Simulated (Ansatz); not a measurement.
The parent structure is Ir in the fcc (Cu type) structure (space group Fm-3m, No. 225; relaxed with 0.1 eV smearing).

Ir is modelled in the cubic space group Fm-3m (No. 225), the fcc (Cu type) structure, Pearson symbol cF4. Lattice parameters: a = 3.8118 Å, b = 3.8118 Å, c = 3.8118 Å, α = 90.00°, β = 90.00°, γ = 90.00°. Ir on 4a sees 12 Ir at 2.695 Å (cuboctahedral). (Neighbours: up to the widest gap in distance over summed covalent radii, below 1.35, at either atom.)
(The calculation used a cell of 1 atom; values per cell refer to that cell.)

The values are results of LDA, PAW, 420 eV (Ansatz, a first-principles code; no spin-orbit coupling), not measurements.

Before the change:

| Item | Value |
|---|---|
| Pressure | 0.0 GPa |

It is then changed as follows: an isotropic linear strain of −2.00 %; the atoms relax in the strained cell.

Task: Estimate the effect on the energy relative to the base and pressure.

Result: The energy grows by 68 meV/atom; the pressure goes from zero to 28.5 GPa.

No phonon test of stability was made. The final runs are not spin-polarised.
